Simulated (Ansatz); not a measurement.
Adsorption energy and surface dipole of F on the 1x1 (111) surface of fcc Ag, one in a 2x1 cell, started at the site 'hollow Ag-Ag-Ag over Ag at depth 2.4 Å', worked from the runs' numbers; total energies count from the potentials' own zero.

The numbers are results of PBE (plane waves to 420 eV, PAW; Ansatz, a first-principles code), not measurements.

Model: 9-atom slab, 7.1 Å thick at the start under the adsorbate (thin: gaps and levels are the slab's own), 6x12x1 mesh, Fermi-Dirac 0.1 eV, dipole correction, 4 atoms held, the rest relaxed; held to the start's symmetry, so lower structures may exist; no spin, no spin-orbit, no U, no dispersion correction. At the end it is bonded to 3 Ag. In PBE this state lies 0.04 eV over the lowest of the starts that converged ('bridge Ag-Ag (span 2.9 Å)').

```json
[
 {"quantity": "slab with the adsorbate", "value": "-61530.851 eV"},
 {"quantity": "clean slab, same cell and mesh", "value": "-60723.053 eV"},
 {"quantity": "reference, ½ F2(g)", "value": "-805.593 eV"},
 {"quantity": "area of the cell", "value": "14.90 Å²"},
 {"quantity": "change of the step from the bottom to the top vacuum level", "value": "2.599 eV"}
]
```

**Question.** What is the adsorption energy against this reference?

**Answer.** E(slab + adsorbate) − E(slab) − E(reference) = -2.20 eV, so in this state the adsorbate is more stable than in the reference, at a coverage of 6.71 a nm².

**Question.** What dipole does adsorption add to the slab along the outward normal (Helmholtz relation, ε₀ = 0.005526 e/(V·Å))?

**Answer.** p = −ε₀·A·ΔV = -0.214 e·Å = -1.03 D; its negative end points to the vacuum, which raises the vacuum level.
